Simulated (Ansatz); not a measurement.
**GaCuSe2: response to strain**

The parent structure is GaCuSe2 in the chalcopyrite structure (space group I-42d, No. 122).

```
CELL_PARAMETERS angstrom
     -2.75419     2.75419     5.48075
      2.75419    -2.75419     5.48075
      2.75419     2.75419    -5.48075
ATOMIC_POSITIONS crystal
  Ga 0.50000 0.50000 0.00000
  Ga 0.25000 0.75000 0.50000
  Cu 0.00000 0.00000 0.00000
  Cu 0.75000 0.25000 0.50000
  Se 0.87500 0.88412 0.50912
  Se 0.11588 0.62500 0.99088
  Se 0.37500 0.36588 0.49088
  Se 0.63412 0.12500 0.00912
```

Cartesian axes are those of the cell as printed.

Strains are applied to the cell and any free atomic positions relax.

Calculations: DFT with LDA, PAW potentials and a 420 eV plane-wave cutoff in Ansatz (an electronic-structure program), scalar-relativistic without spin-orbit coupling.

Candidates:
(a) uniaxial strain ε_xx = −1.50 %
(b) uniaxial strain ε_xx = −0.75 %
(c) uniaxial strain ε_xx = −3.00 %
(d) uniaxial strain ε_xx = −2.25 %

Notes on the quantities. energy relative to the base: free energy F.

Question: Order them by energy relative to the base, highest first.

Answer: (c) uniaxial strain ε_xx = −3.00 % (+6.4 meV/atom), (d) uniaxial strain ε_xx = −2.25 % (+3.5 meV/atom), (a) uniaxial strain ε_xx = −1.50 % (+1.6 meV/atom), (b) uniaxial strain ε_xx = −0.75 % (+0.4 meV/atom)

Stability against distortions was not tested. The final runs are not spin-polarised.
